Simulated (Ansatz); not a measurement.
Functionals compared on the (20-21) surface of hcp Ru in its 1x1 cell, outermost plane spacing 0.19 Å in the ideal cut, in Ansatz (plane waves, PAW). The structure was relaxed with PBE; the other rows are single points on it, each with its references at the same level. Cutoff 420 eV (500 eV for r2SCAN).

Slab: 20 atoms, 10.4 Å thick at the start (thin: gaps and levels are the slab's own); k 14x5x1, smearing 0.1 eV, dipole-corrected; all atoms relaxed; held to the part of the start's symmetry that mesh and held atoms allow; no spin, no spin-orbit, no U. These notes are the PBE run's.

```
functional  surface energy (J/m²)  work function of the top face (eV)         rough cost of the single point
----------  ---------------------  ----------------------------------  -------------------------------------
PBE                          3.02                                4.84                                      –
LDA                          3.62                                5.19                 roughly 4 core-minutes
PBEsol                       3.45                                4.96          around 5 core-minutes (rough)
RPBE                         2.77                                4.67  about 4 core-minutes (a rough figure)
r2SCAN                       3.25                                4.84  about 8 core-minutes (a rough figure)
```

Ansatz is a quantum-chemistry and plane-wave program.
